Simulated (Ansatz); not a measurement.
# The (311) surface of tetragonal indium in its 1x1 cell, outermost plane spacing 0.51 Å in the ideal cut

Calculation: PBE (plane waves to 420 eV, PAW; Ansatz, a first-principles code).

Set-up: 21 atoms, 10.3 Å thick at the start (thin: gaps and levels are the slab's own); mesh 7x5x1; 0.1 eV smearing; dipole correction on; all atoms relaxed; held to the start's symmetry, so lower structures may exist; no spin, no spin-orbit, no U.

```
Quantity                                               Result
-----------------------------  ------------------------------
work function of the top face                         3.87 eV
energy released by relaxation                         0.24 eV
cost                           around 40 core-minutes (rough)
```
